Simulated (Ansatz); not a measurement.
The parent structure is Cs in the bcc (W type) structure (space group Im-3m, No. 229; a = 6.007 Å; relaxed with 0.1 eV smearing). Axes: x, y, z lie along the cube axes.

All numbers come from PBEsol (Ansatz, a first-principles code; PAW; 420 eV plane waves; without spin-orbit coupling).

Base values:

The volume per atom is 108.39 Å³.

Now apply this change: compressive biaxial strain of 3.00 % in the plane normal to [001], as in epitaxy on a mismatched substrate; the out-of-plane cell vector and the atoms relax.

Q: What does the calculation give for the energy relative to the base after the change?

A: The energy rises by 0.4 meV/atom.

Q: What does the calculation give for the in-plane stress after the change?

A: The mean in-plane stress (compression positive) is 0.0 GPa.

Q: What happens to the volume per atom?

A: The volume per atom drops by 0.404 Å³ (108.39 Å³ → 107.98 Å³).

No phonon test of stability was made. The final runs are not spin-polarised.
